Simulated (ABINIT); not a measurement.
## Worked example: self-consistent single point of SiMo3 (Pm-3n, 8 atoms in the cell) in ABINIT

Method: PBE, PAW (JTH v2.0 PBE PAW) (plane waves; ABINIT).

Input as run:

```
# SiMo3, JTH v2.0 PBE PAW
pp_dirpath "./"
pseudos "Si.GGA_PBE-JTH.xml, Mo.GGA_PBE-JTH.xml"
acell 3*1.0 Angstrom
rprim
         4.8143990000    0.0000000000    0.0000000000
         0.0000000000    4.8143990000    0.0000000000
         0.0000000000    0.0000000000    4.8143990000
natom 8
ntypat 2
znucl 14 42
typat 1 1 2 2 2 2 2 2
xred
         0.5000000000    0.5000000000    0.5000000000
         0.0000000000    0.0000000000    0.0000000000
         0.0000000000    0.5000000000    0.2500000000
         0.0000000000    0.5000000000    0.7500000000
         0.2500000000    0.0000000000    0.5000000000
         0.7500000000    0.0000000000    0.5000000000
         0.5000000000    0.2500000000    0.0000000000
         0.5000000000    0.7500000000    0.0000000000
ecut 40 Ry
pawecutdg 80 Ry
ixc 11
occopt 3
tsmear 0.00367493
nband 58
kptopt 1
ngkpt 5 5 5
nshiftk 1
shiftk 0 0 0
nstep 60
tolvrs 1.0e-12
prtwf 0
prtden 0
```

Output, abridged:

```
 Symmetries : space group Pm -3 n (#223); Bravais cP (primitive cubic)

 -outvars: echo values of preprocessed input variables --------
            acell      1.8897261329E+00  1.8897261329E+00  1.8897261329E+00 Bohr
             ecut      2.00000000E+01 Hartree
              ixc          11
         kptrlatt        5    0    0      0    5    0      0    0    5
          kptrlen      4.54894780E+01
            natom           8
            nband          58
            ngfft          40      40      40
          ngfftdg          54      54      54
             nkpt          10
            nstep          60
             nsym          48
           ntypat           2
           occopt           3
        pawecutdg      4.00000000E+01 Hartree
            rprim      4.8143990000E+00  0.0000000000E+00  0.0000000000E+00
                       0.0000000000E+00  4.8143990000E+00  0.0000000000E+00
                       0.0000000000E+00  0.0000000000E+00  4.8143990000E+00
          spgroup         223
           tolvrs      1.00000000E-12
           tsmear      3.67493000E-03 Hartree
            typat      1  1  2  2  2  2  2  2
           useylm           1
             xred      5.0000000000E-01  5.0000000000E-01  5.0000000000E-01
                       0.0000000000E+00  0.0000000000E+00  0.0000000000E+00
                       0.0000000000E+00  5.0000000000E-01  2.5000000000E-01
                       0.0000000000E+00  5.0000000000E-01  7.5000000000E-01
                       2.5000000000E-01  0.0000000000E+00  5.0000000000E-01
                       7.5000000000E-01  0.0000000000E+00  5.0000000000E-01
                       5.0000000000E-01  2.5000000000E-01  0.0000000000E+00
                       5.0000000000E-01  7.5000000000E-01  0.0000000000E+00
            znucl       14.00000   42.00000

== DATASET  1 ==================================================================

 Exchange-correlation functional for the present dataset will be:
  GGA: Perdew-Burke-Ernzerhof functional - ixc=11
 Citation for XC functional:
  J.P.Perdew, K.Burke, M.Ernzerhof, PRL 77, 3865 (1996)

 Real(R)+Recip(G) space primitive vectors, cartesian coordinates (Bohr,Bohr^-1):
 R(1)=  9.0978956  0.0000000  0.0000000  G(1)=  0.1099155  0.0000000  0.0000000
 R(2)=  0.0000000  9.0978956  0.0000000  G(2)=  0.0000000  0.1099155  0.0000000
 R(3)=  0.0000000  0.0000000  9.0978956  G(3)=  0.0000000  0.0000000  0.1099155
 Unit cell volume ucvol=  7.5304833E+02 bohr^3
 Angles (23,13,12)=  9.00000000E+01  9.00000000E+01  9.00000000E+01 degrees

 Coarse grid specifications (used for wave-functions):

 getcut: wavevector=  0.0000  0.0000  0.0000  ngfft=  40  40  40
         ecut(hartree)=     20.000   => boxcut(ratio)=   2.18393

 Fine grid specifications (used for densities):

 getcut: wavevector=  0.0000  0.0000  0.0000  ngfft=  54  54  54
         ecut(hartree)=     40.000   => boxcut(ratio)=   2.08477

   1.61650803E+04                                ecore*ucvol(ha*bohr**3)

_setup2: Arith. and geom. avg. npw (full set) are    3215.416    3215.399

--- !BeginCycle
solver: {iscf: 17, nstep: 60, nline: 4, wfoptalg: 10, }
tolerances: {tolvrs: 1.00E-12, }
...

     iter   Etot(hartree)      deltaE(h)  residm     nres2
 ETOT  1  -419.03336245155    -4.190E+02 5.976E-01 2.201E+01
 ETOT  2  -421.13090615192    -2.098E+00 4.060E-02 3.287E+00
 ETOT  3  -421.12501763235     5.889E-03 2.531E-02 5.482E-01
 ETOT  4  -421.12714833116    -2.131E-03 3.734E-03 1.269E-01
 ETOT  5  -421.12821330871    -1.065E-03 5.639E-03 2.041E-02
 ETOT  6  -421.12880165002    -5.883E-04 1.918E-03 2.073E-02
   [... 32 lines left out ...]
 ETOT 39  -421.12938914970    -2.365E-11 1.792E-06 2.765E-11
 ETOT 40  -421.12938914971    -1.648E-11 5.809E-07 2.320E-11
 ETOT 41  -421.12938914973    -1.950E-11 1.348E-06 2.064E-12
 ETOT 42  -421.12938914974    -9.834E-12 4.365E-07 1.990E-11
 ETOT 43  -421.12938914975    -3.979E-12 1.013E-06 6.221E-14

 At SCF step   43       nres2   =  6.22E-14 < tolvrs=  1.00E-12 =>converged.

 Cartesian components of stress tensor (hartree/bohr^3)
  sigma(1 1)= -5.33196676E-04  sigma(3 2)=  0.00000000E+00
  sigma(2 2)= -5.33196676E-04  sigma(3 1)=  0.00000000E+00
  sigma(3 3)= -5.33196676E-04  sigma(2 1)=  0.00000000E+00

 ----iterations are completed or convergence reached----

 reduced coordinates (array xred) for    8 atoms
       0.500000000000      0.500000000000      0.500000000000
       0.000000000000      0.000000000000      0.000000000000
       0.000000000000      0.500000000000      0.250000000000
       0.000000000000      0.500000000000      0.750000000000
       0.250000000000      0.000000000000      0.500000000000
       0.750000000000      0.000000000000      0.500000000000
       0.500000000000      0.250000000000      0.000000000000
       0.500000000000      0.750000000000      0.000000000000
 cartesian forces (eV/Angstrom) at end:
    1     -0.00000000000000    -0.00000000000000    -0.00000000000000
    2     -0.00000000000000    -0.00000000000000    -0.00000000000000
    3     -0.00000000000000    -0.00000000000000    -0.00000000000000
    4     -0.00000000000000    -0.00000000000000     0.00000000000000
    5     -0.00000000000000    -0.00000000000000    -0.00000000000000
    6     -0.00000000000000    -0.00000000000000    -0.00000000000000
    7     -0.00000000000000    -0.00000000000000    -0.00000000000000
    8     -0.00000000000000    -0.00000000000000    -0.00000000000000
 frms,max,avg= 1.7026970E-30 7.8027381E-30   0.000E+00  0.000E+00  0.000E+00 e/A
 length scales=  1.889726132886  1.889726132886  1.889726132886 bohr
              =  1.000000000000  1.000000000000  1.000000000000 angstroms
 Fermi (or HOMO) energy (hartree) =   0.52442   Average Vxc (hartree)=  -0.47073
 Eigenvalues (hartree) for nkpt=  10  k points:
 kpt#   1, nband= 58, wtk=  0.00800, kpt=  0.0000  0.0000  0.0000 (reduced coord)
  -1.72924   -1.72407   -1.72407   -1.70992   -1.70992   -1.70992   -0.82499   -0.82499
  -0.81640   -0.78359   -0.78359   -0.78359   -0.76243   -0.76243   -0.76243   -0.76104
  -0.76104   -0.76104   -0.75569   -0.75569   -0.75569   -0.72559   -0.72559   -0.72559
   0.12701    0.18693    0.31565    0.31565    0.31565    0.33322    0.33322    0.33322
   0.34725    0.34725    0.36385    0.40695    0.41081    0.41081    0.41081    0.43949
   0.43949    0.43949    0.46326    0.46326    0.57261    0.57261    0.57261    0.60893
   0.61728    0.61728    0.62663    0.62663    0.62663    0.62957    0.62957    0.62957
   0.63214    0.63214
      occupation numbers for kpt#   1
   2.00000    2.00000    2.00000    2.00000    2.00000    2.00000    2.00000    2.00000
   2.00000    2.00000    2.00000    2.00000    2.00000    2.00000    2.00000    2.00000
   2.00000    2.00000    2.00000    2.00000    2.00000    2.00000    2.00000    2.00000
   2.00000    2.00000    2.00000    2.00000    2.00000    2.00000    2.00000    2.00000
   2.00000    2.00000    2.00000    2.00000    2.00000    2.00000    2.00000    2.00000
   2.00000    2.00000    2.00000    2.00000    0.00000    0.00000    0.00000    0.00000
   0.00000    0.00000    0.00000    0.00000    0.00000    0.00000    0.00000    0.00000
   0.00000    0.00000
 prteigrs : prtvol=0 or 1, do not print more k-points.

--- !EnergyTerms
comment             : Components of total free energy in Hartree
kinetic             :  6.22844099054279E+01
hartree             :  7.32155815022502E+01
xc                  : -2.83573356994575E+01
Ewald energy        : -3.59306308539762E+02
psp_core            :  2.14661924077431E+01
local_psp           : -2.45239209025051E+02
spherical_terms     :  5.48108381052731E+01
internal            : -4.21125831343577E+02
'-kT*entropy'       : -3.55777871996390E-03
total_energy        : -4.21129389122297E+02
total_energy_eV     : -1.14595134621341E+04
...

-Cartesian components of stress tensor (GPa)         [Pressure=  1.5687E+01 GPa]
- sigma(1 1)= -1.56871852E+01  sigma(3 2)=  0.00000000E+00
- sigma(2 2)= -1.56871852E+01  sigma(3 1)=  0.00000000E+00
- sigma(3 3)= -1.56871852E+01  sigma(2 1)=  0.00000000E+00

 Calculation completed.
```

The run converged in 43 iterations.

The starting cell comes from a database of computed structures (which also holds hypothetical and non-ambient phases and stackings), without a prior relaxation at this level. Its lattice was rescaled by a random factor within 2.5 % of one. Spin polarisation is off. With a pressure of about 16 GPa the cell is away from its equilibrium volume at this level.

These are the values that this program gave, and no reference: the one-centre exchange-correlation terms come from a truncated expansion.

Cost on one core of a shared machine: roughly 6 min.
